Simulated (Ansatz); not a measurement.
**LiCl: energy against strain**

LiCl (rock salt, Fm-3m, 16.235 Å³/atom at rest) under an equal strain ε in the (111) plane with the normal axis free, as in a coherent film. PBEsol in Ansatz, a plane-wave DFT program (PAW, default set), 420 eV, 11×11×11 Γ-centred mesh, Fermi-Dirac smearing 0.05 eV; ions are relaxed within the symmetry of each cell.

Here s stands for strain and y for E less E0.

| strain (%) | E less E0 (meV/atom) |
|---|---|
| -2.50 | ? |
| -1.25 | 1.28 |
| -0.83 | 0.56 |
| -0.42 | 0.14 |
| 0.00 | 0.00 |
| 0.42 | 0.14 |
| 0.83 | 0.53 |
| 1.25 | 1.19 |

**Question.** Using a parabola, estimate the missing y at s = -2.50 from the other rows, showing the fit.

**Answer.** Least squares gives y = 0.000 - 0.0283·s + 0.7902·s². Residuals (row less fit): 0.010, -0.008, -0.011, 0.000, 0.012, 0.009, -0.009; standard error 0.012 (degrees of freedom: 4). Twice the quadratic coefficient over the volume, 2 × 0.7902 meV × 10⁴ × 0.1602 / 16.235 Å³, is twice the biaxial elastic modulus of this plane = 156 ± 1.5 GPa. At the withheld row, y = 0.000 - 0.0283 × (-2.50) + 0.7902 × (-2.50)² = 5.010 meV/atom. The calculation gives 5.27 meV/atom, 0.260 meV/atom above the prediction (4.9 % of the range of y in the table). The row lies outside the fitted rows, so this is an extrapolation. From the scatter of the fitted rows alone, a prediction at this place has a standard error of 0.047 meV/atom, so the miss is 5.5 times that.

One order more, fitted to all 13 runs of the series, follows each within 0.01, so the miss is the next term of a smooth law. Rows are the converged runs of the series near zero and its far end; series whose fitted rows scatter by over a few per cent of the range, as at a crossing or softening among them, aren't shown in this form. Most that stay on the fit to the last digits aren't either.
